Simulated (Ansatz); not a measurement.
# Sensitivity of a calculation on MnSi (P2_13, 8 atoms in the cell) to its settings

```
MnSi
1.0
    4.48425     0.00000     0.00000
    0.00000     4.48425     0.00000
    0.00000     0.00000     4.48425
Mn Si
4 4
Direct
  0.36354   0.13646   0.86354
  0.13646   0.86354   0.36354
  0.86354   0.36354   0.13646
  0.63646   0.63646   0.63646
  0.65422   0.84578   0.15422
  0.84578   0.15422   0.65422
  0.15422   0.65422   0.84578
  0.34578   0.34578   0.34578
```
Moments meant for the start (each program seeds them in its own way; μB, in the order of the atoms Mn Mn Mn Mn Si Si Si Si): 4.0 4.0 4.0 4.0 0.0 0.0 0.0 0.0.

Base run A: Ansatz (a quantum-chemistry and plane-wave program) with PBE, self-consistent single point.

Its settings: basis.ecutwfc = 420 eV; kpoints.mp_grid.grid = 8 8 8; hamiltonian.xc = pbe; hamiltonian.pseudopotentials = {kind: paw} (the program's default PAW files); magnetization.spin_polarized = true; scf.occupations.method = gaussian; scf.occupations.width = 0.136 eV.

The starting cell comes from a database of computed structures (which also holds hypothetical and non-ambient phases and stackings), without a prior relaxation at this level. The moments shrank to a small part of their start, a low-spin state that need not be the lowest. In the base run, with a pressure of about 5 GPa the cell is away from its equilibrium volume at this level. Ansatz's pressure includes its estimate of the finite-basis (Pulay) stress.

ΔF is the free energy per atom less that of run A. A dash stands where there is no value to compare (another energy zero or no entropy term, no result, no spin, no clean gap, or a mesh too coarse for one). Total energies depend on the potentials, the functional and any Hubbard or dispersion term, so they are compared only between runs that share all of them.

Run A gave: pressure (GPa) 4.88; largest force (eV/Å) 0.093; size of the net moment (μB/atom) 0.47; k-points 45.

Runs:
- B: crystal.symmetry.detect: default → false
- C: scf.convergence.dr2_threshold: default (1e-07 eV) → 1e-06 eV
- D: scf.occupations.width: 0.136 eV → 0.8 eV
- E: hamiltonian.xc: pbe → lda [LDA (PW92)]
- F: kpoints.mp_grid.grid: 8 8 8 → 6 6 6; kpoints.mp_grid.shift: default → 0.5 0.5 0.5
- G: basis.precision: default → f64
- H: scf.mixing.preconditioner: default (the program chose Kerker) → kerker; scf.mixing.q_tf: default → 1.5
- I: scf.mixing.algorithm: default (the program chose MSR1) → broyden; scf.mixing.beta_mag: default → 0.2

Q: What does run D change against A?

A: The free energy goes down by 135 meV/atom, the pressure moves little (4.88 to 4.97 GPa), the largest force goes from 0.093 to 0.210 eV/Å and the size of the net moment goes from 0.47 to 0.00 μB/atom.

Q: What does run E change against A?

A: The pressure goes from 4.88 to -8.07 GPa, the largest force goes from 0.093 to 0.110 eV/Å and the size of the net moment goes from 0.47 to 0.40 μB/atom.

Runs D lost their moments and ended non-magnetic.

```csv
run,ΔF (meV/atom),pressure (GPa),largest force (eV/Å),size of the net moment (μB/atom),k-points
A,0.00,4.88,0.093,0.47,45
B,0.00,4.88,0.093,0.47,260
C,0.00,4.88,0.093,0.47,45
D,-134.9,4.97,0.210,0.00,45
E,–,-8.07,0.110,0.40,45
F,-0.32,4.93,0.095,0.48,11
G,0.00,4.88,0.093,0.47,45
H,0.00,4.88,0.093,0.47,45
I,0.00,4.88,0.093,0.47,45
```

Keys are those of Ansatz 0.2.
